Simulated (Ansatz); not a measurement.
An Ansatz (a program for electronic structure) run: GaAs with a change (isotropic strain +2.00 %); Ansatz PBEsol, no SOC.

Input:

Ansatz 0.2 input:
```yaml
crystal:
  lattice:
    - [0, 2.8860667184, 2.8860667184]
    - [2.8860667184, 0, 2.8860667184]
    - [2.8860667184, 2.8860667184, 0]
  atoms:
    - { symbol: Ga, position: [0, 0, 0] }
    - { symbol: As, position: [0.25, 0.25, 0.25] }
basis: { ecutwfc: 420, ecutrho_ratio: 4, xc_grid: 2, fft_grid_basis: typed }
kpoints: { mp_grid: { grid: [10, 10, 10] } }
hamiltonian:
  xc: pbesol
  dispersion: none
  pseudopotentials: { kind: paw }
scf: { occupations: { method: fermi_dirac, width: 0.05 }, convergence: { dr2_threshold: 0.0000000002 } }
relax: { f_tol: 0.005, max_steps: 50 }
output: { forces: true, stress: true }
checkpoint: { write: state.ck, write_every: 1000 }
```

Output (explanatory and most iteration lines left out):

```
Relaxation: its limit of steps is 50 (relax.max_steps)
Pseudopotential: Ga, paw, valence charge 13
Pseudopotential: As, paw, valence charge 15
Crystal: 2 atoms, lattice volume = 48.078 Å³
Basis set: ecut = 420 eV, 941 PW (Γ), exchange–correlation on 60×60×60 points (8 copies of the dense FFT grid, shifted against one another)
Bands: 18, of which v1, the nominal top of the filled ones, is band 14 counted from 1 (13 counted from 0)
Symmetry: 24 space group operations
Space group: F-43m (ITA 216), of the structure as read, at distance tolerance 3.6e-5 Å
k-points: 47 of 1000 (time reversal used)
Functional: x = pbesol(κ = 0.804, μ = 0.12345679012345678), c = pbesol(β = 0.046)
SCF iter   1: F=—  HF=-8556.829800 eV  |F-HF|=—  |Δ(HF+E_count)|=         —  Δρ=3.41e-3  dr2=9.36e-3  ethr=1.77e-3  ⟨swp⟩=5.9  Hψ=4082  notcnv=0
SCF iter   2: F=—  HF=-8556.826394 eV  |F-HF|=—  |Δ(HF+E_count)|=   3.41e-3  Δρ=1.22e-3  dr2=7.43e-4  ethr=3.34e-5  ⟨swp⟩=2.2  Hψ=1651  notcnv=0
SCF 1 converged in 8 iterations: F = -8556.826421 eV  dr2 = 4.60e-11
relax step   1: F+E_penalty+E_count = -8556.82642136 eV  Δ(F+E_penalty+E_count) = +0.000e0 eV  max|allowed force component| = 9.252e-17 eV/Å  Δτ_max = 0.0000 Å  (8 SCF iters, accepted)
SCF converged after 8 iterations
Free energy (F): -8556.826421 eV
Internal energy: -8556.826068 eV  (E = F + TS)
E sigma→0 (E₀):  -8556.826245 eV
Entropy (-TS):   -0.000353 eV (-0.177 meV/atom)
Fermi energy:    7.308151 eV
--- Forces (eV/Å), atoms counted from 1 ---
  atom   1  Ga     0.00000000    -0.00000000    -0.00000000
  atom   2  As    -0.00000000     0.00000000     0.00000000
--- Stress (GPa, compression-positive) ---
       -3.542356       0.000000      -0.000000
       -0.000000      -3.542356       0.000000
       -0.000000       0.000000      -3.542356
  P = ⅓ Tr σ = -3.5424 GPa (-35.424 kbar)
--- Relaxed structure (1 steps of the walk, 1 accepted, 0 SCFs on fresh bases) ---
  atoms:
    - { symbol: Ga, position: [0.0, 0.0, 0.0] }
    - { symbol: As, position: [0.24999999999999997, 0.24999999999999997, 0.24999999999999997] }
```

The mesh was chosen for an insulator and is coarse for the gapless case. No phonon test of stability was made. All final runs are without spin polarisation. The cell was made from GaAs in the zinc blende structure (space group F-43m, No. 216) by this change: isotropic strain +2.00 %.
